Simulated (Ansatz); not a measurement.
We consider SrZrO3 (model structure, R3c, No. 161, 10 atoms in the cell), described by PBEsol (PAW; Ansatz, a first-principles code).

Settings: plane-wave cutoff 520 eV, 8×8×8 k mesh, Fermi–Dirac smearing 0.01 eV, scalar-relativistic PAW data made under PBE.

Cell (relaxed with PBEsol):

Space group R3c, hexagonal axes (No. 161); a = b = 5.806 Å, c = 14.123 Å, α = β = 90.00°, γ = 120.00°

```json
[
 {"atom": "Sr", "site": "6a", "symmetry": "3.", "x": "0.0000", "y": "0.0000", "z": "0.2666"},
 {"atom": "Zr", "site": "6a", "symmetry": "3.", "x": "0.0000", "y": "0.0000", "z": "0.0115"},
 {"atom": "O", "site": "18b", "symmetry": "1", "x": "0.0985", "y": "0.3373", "z": "0.0907"}
]
```
(The calculation used a cell of 10 atoms; values per cell refer to that cell.)

Task: Give the computed band gap and smallest direct gap on the k points sampled.

Result: 
band gap: 3.75 eV
smallest direct gap on the k points sampled: 3.81 eV

Note: the relaxation could raise the start's symmetry but not lower it, so the cell can be a saddle point.

Spin–orbit coupling is not included.

The computed numbers hold no vibrational or temperature effects.

It cost roughly 90 core-seconds of CPU time.

A model structure was made by putting elements into a prototype or built by hand; it is no filed structure, need not be a known phase, and can be a saddle point held by its symmetry.
